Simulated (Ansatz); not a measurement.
# Tl$_{2}$S in the anti-fluorite structure (space group Fm-3m, No. 225; a hypothetical phase, not in the database extracts checked)

```yaml
crystal:
  lattice:
    - [0.00000, 3.68760, 3.68760]
    - [3.68760, 0.00000, 3.68760]
    - [3.68760, 3.68760, 0.00000]
  atoms:
    - { symbol: S, position: [0.00000, 0.00000, 0.00000] }
    - { symbol: Tl, position: [0.25000, 0.25000, 0.25000] }
    - { symbol: Tl, position: [0.75000, 0.75000, 0.75000] }
```

Level of theory: plane-wave PAW DFT at the PBE level (Ansatz, a first-principles code, 420 eV), no spin-orbit coupling. k-mesh 8×8×8 (Γ-centred); smearing 0.05 eV (Fermi–Dirac).

```yaml
volume_per_atom: 33.43 Å³
density: 7.30 g/cm³
band_gap: zero
total_energy: -7930.356 eV/atom (σ→0; compares only within this code and set-up)
```

With Tl present, leaving out spin-orbit coupling can change the band edges. Stability against distortions was not tested. The final runs are not spin-polarised. The zero or small gap of Tl2S can change with the level of theory.
